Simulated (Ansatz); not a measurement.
**Effective masses and thermopower of monolayer SnSe**

Here is the system:

```
SnSe
1.0
    4.24941     0.00000     0.00000
    0.00000     4.34868     0.00000
    0.00000     0.00000    19.02253
Sn Se
2 2
Direct
  0.75000   0.91758   0.57222
  0.25000   0.41758   0.42778
  0.25000   0.45702   0.57089
  0.75000   0.95702   0.42911
```

All values below come from PBE, rigid bands (plane waves, PAW, scalar-relativistic; Ansatz, a quantum-chemistry and plane-wave program). Condition of this run: biaxial strain -1 %. Cell: cell and atoms relaxed with PBE, then loaded as said.

| Item | Value |
|---|---|
| band gap | 0.77 eV |
| electron conductivity mass (300 K, dilute) | 0.123 (x), 0.134 (y) mₑ |
| effective density of states N_c (300 K) | 2.7e12 cm⁻² |
| Seebeck coefficient, n-type 1.9e12 cm⁻², 300 K | -211 μV/K |

Rigid bands; masses and Seebeck coefficients take one relaxation time τ for all states and one kind of carrier; polarons and phonon drag are left out. Spin-orbit coupling is left out.
